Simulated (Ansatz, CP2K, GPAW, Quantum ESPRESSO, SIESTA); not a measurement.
## One structure in several programs: TiGa5Co (P1, 7 atoms in the cell)

Self-consistent single point, at a second geometry (atoms moved at random). First geometry:

```
TiGa5Co
1.0
    4.02856     0.00000     0.00000
    0.00000     4.02856     0.00000
    0.00000     0.00000     6.44181
Ti Ga Co
1 5 1
Cartesian
  0.00000   0.00000   0.00000
  0.00000   2.01428   1.91979
  0.00000   2.01428   4.52202
  2.01428   0.00000   1.91979
  2.01428   0.00000   4.52202
  2.01428   2.01428   0.00000
  0.00000   0.00000   3.22091
```

Second geometry:
```
CELL_PARAMETERS angstrom
      4.02856     0.00000     0.00000
      0.00000     4.02856     0.00000
      0.00000     0.00000     6.44181
ATOMIC_POSITIONS crystal
  Ti 0.01481 0.00336 0.00054
  Ga 0.96799 0.50232 0.29022
  Ga 0.01005 0.50480 0.70698
  Ga 0.51457 0.99146 0.29876
  Ga 0.50343 0.00988 0.70123
  Ga 0.50083 0.48899 0.99967
  Co 0.98832 0.99919 0.50260
```

Shared settings, as Ansatz (a first-principles code) writes them: kpoints.mp_grid.grid = 5 5 3; scf.occupations.method = gaussian; scf.occupations.width = 0.1 eV. Potentials and cutoffs stand in the table.

```
code                                                                                                                                 model  ΔF from the first geometry (meV/atom)  pressure (GPa)  largest force (eV/Å)       cutoff
----------------  ------------------------------------------------------------------------------------------------------------------------  -------------------------------------  --------------  --------------------  -----------
Quantum ESPRESSO                                                                       LDA (PZ), GBRV 1.5 ultrasoft (LDA) pseudopotentials                                   15.0           -5.23                 0.964        50 Ry
CP2K                                                  LDA (Pade form), GPW, DZVP-MOLOPT-SR-GTH basis, GTH-PADE potentials (GTH_POTENTIALS)                                   14.6           -4.00                 0.994  grid 600 Ry
SIESTA            LDA PW92, numerical atomic orbitals DZP, PseudoDojo LDA standard norm-conserving potentials (rewritten from UPF to PSML)                                   15.5           -5.45                 1.115  grid 300 Ry
GPAW                                                                         LDA (Perdew-Wang 92), GPAW PAW datasets LDA (gpaw-data 1.0.1)                                   15.8           -3.82                 1.039       850 eV
Ansatz                                                                                                 LDA (PW92), PAW files made with PBE                                   14.9           -5.05                 0.956      default
```

Size of the force on each atom (eV/Å): Sizes of forces hide their directions.

```csv
code,Ti1,Ga2,Ga3,Ga4,Ga5,Ga6,Co7
Quantum ESPRESSO,0.107,0.704,0.260,0.964,0.323,0.243,0.751
CP2K,0.109,0.674,0.234,0.994,0.355,0.246,0.778
SIESTA,0.117,0.745,0.205,1.115,0.424,0.267,0.805
GPAW,0.109,0.757,0.256,1.039,0.358,0.257,0.781
Ansatz,0.107,0.699,0.259,0.956,0.320,0.242,0.744
```

On Ansatz's run: spin polarisation is off.

The spread over the programs that give each value: ΔF from the first geometry within 1.2 meV/atom; pressure within 1.63 GPa; largest force within 0.159 eV/Å.

CP2K and SIESTA use small atom-centred bases, whose incompleteness enters pressures, forces and empty levels differently from a plane-wave cutoff. Ansatz's pressure is given at a fixed set of plane waves, as the other plane-wave codes print theirs; with its correction for the finite basis it is -5.01 GPa. The same LDA comes in different parametrisations, which differ slightly. In the pressure, CP2K (by 1.05) and GPAW (by 1.23) lie more than 1 GPa from the median of the plane-wave programs. In the force vectors, SIESTA (by 0.181) lies more than 0.08 eV/Å from the median of the plane-wave programs.

The starting cell comes from a database of computed structures (which also holds hypothetical and non-ambient phases and stackings), without a prior relaxation at this level. For this run, on top of that: atoms moved at random.

Left out of this page: FLEUR (with a known weakness of the program).

Keys are those of Ansatz 0.2.
